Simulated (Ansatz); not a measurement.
Consider interstitial Li in wurtzite CdSe, charge state +1. The step: several atoms move together, Li the farthest; the atom moves 2.55 Å along (-0.67, -0.35, -0.05) of the unit cell; the moving atom starts with neighbours Cd at 3.17, 2 Cd at 3.20, Cd at 3.21, Cd at 3.23, Cd at 3.27; Se at 2.59, Se at 2.60, Se at 2.63 Å and ends with Cd at 2.61, 2 Cd at 3.04, Cd at 3.06; Se at 2.44, Se at 2.66, 2 Se at 2.69 Å. A PBE band in Ansatz (plane-wave PAW, one k-point at (0.125, 0.250, 0.250), 72 host sites, 22 SCF runs with any check of the saddle's order, static, no finite-size correction) gives a forward barrier of 0.22 eV. The saddle point's order was not checked, and it lies on a symmetry element of the cell, where a band can be held. The charge state is imposed; whether it is stable for some Fermi level was not computed. Sites that were not tried may lie lower.

Single points at the band's start and saddle point can refine it. Rough cost of one point, in units of the band's mean SCF on the same machine:

```csv
Level,Cost of one point
"PBE, a 2×2×2 k-point mesh shifted by half a step along c",about 4
"r2SCAN at 500 eV, one k-point at (0.125, 0.250, 0.250)",under 2
```

Question: Which of these move the barrier by more than 0.1 eV, and how far does each move it?

Answer: Not one does. PBE, a 2×2×2 k-point mesh shifted by half a step along c: 0.00 eV; r2SCAN at 500 eV, one k-point at (0.125, 0.250, 0.250): +0.03 eV. Each functional is compared with PBE at the same k-points.

Ansatz is a quantum-chemistry and plane-wave program.
